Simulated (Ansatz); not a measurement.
Start from InPd in the CsCl type structure (space group Pm-3m, No. 221; a = 3.248 Å; relaxed with 0.1 eV smearing). Axes: x, y, z lie along the cube axes.

Level of theory: PBEsol in Ansatz (plane waves to 420 eV, PAW, scalar-relativistic without spin-orbit coupling).

Before the change:

- Pressure = 0.0 GPa
- Shortest interatomic distance = 281.3 pm

The change: a pure shear with ε_xy = ε_yx = 0.0143, atoms relaxed at fixed cell.

What does the calculation give for the pressure after the change?

The pressure (mean of the normal stresses, compression positive) goes from zero to 0.2 GPa.

What does the calculation give for the shortest interatomic distance after the change?

The shortest interatomic distance decreases by 2.7 pm, from 281.3 pm to 278.6 pm.

The cells carry an imposed strain or load. Stability against distortions was not tested. The final runs are not spin-polarised.

Ansatz is a program for electronic structure.
